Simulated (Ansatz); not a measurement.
LaWN3 (R3c, No. 161, 10 atoms in the cell; start mp-989524), treated with LDA (plane waves, PAW; Ansatz, a quantum-chemistry and plane-wave program).

Numerical settings: plane-wave cutoff 520 eV, 8×8×8 k mesh, Fermi–Dirac smearing 0.01 eV, no spin polarisation, scalar-relativistic PAW data made under PBE.

Cell (relaxed at this level):

LaWN3 has the trigonal space group R3c, hexagonal axes (No. 161), Pearson symbol hR10. Lattice parameters: a = b = 5.614 Å, c = 13.618 Å, α = β = 90.00°, γ = 120.00°. La on 6a is surrounded by 6 N at 2.527–2.626 Å and 6 N at 2.987–3.103 Å. W on 6a has 3 N at 1.891 Å and 3 N at 2.128 Å (octahedral). N on 18b sees 1 W at 1.891 Å and 1 W at 2.128 Å and 2 La at 2.527–2.626 Å and 2 La at 2.987–3.103 Å. (Neighbours: up to the widest gap in distance over summed covalent radii, below 1.35, at either atom; cation-cation and far metal-metal contacts left out.)
(The calculation used a cell of 10 atoms; values per cell refer to that cell.)

Problem. Give the computed band gap, smallest direct gap on the k points sampled and Γ–Γ gap.

Solution. 
* **band gap**: 0.94 eV
* **smallest direct gap on the k points sampled**: 1.20 eV
* **Γ–Γ gap**: 1.22 eV

Spin–orbit coupling is not included.

Cost on a shared machine: roughly 60 core-seconds.

A start named mp-… is a Materials Project structure, which need not be a measured phase.
